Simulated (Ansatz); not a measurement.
Consider SnSe2 in the 2H-MoS2 type structure (space group P6_3/mmc, No. 194; a hypothetical phase, not in the database extracts checked; layered, stacked along the Cartesian z axis).

```
SnSe2
1.0
    3.79559     0.00000     0.00000
   -1.89780     3.28708     0.00000
    0.00000     0.00000    12.02539
Sn Se
2 4
Direct
  0.33333   0.66667   0.25000
  0.66667   0.33333   0.75000
  0.33333   0.66667   0.60782
  0.66667   0.33333   0.10782
  0.66667   0.33333   0.39218
  0.33333   0.66667   0.89218
```

Level of theory: Kohn–Sham DFT with the r2SCAN+rVV10 functional, run in Ansatz (a program for electronic structure) with PAW and 500 eV plane waves, no spin-orbit coupling.

One thing is altered: an isotropic linear strain of +2.49 %, atoms relaxed at fixed cell.

### Question
How does this affect the largest internal atomic displacement and energy relative to the base?

### Answer
The largest internal atomic displacement amounts to 0.045 Å; the energy rises by 20 meV/atom.

No phonon test of stability was made. The final runs are not spin-polarised.
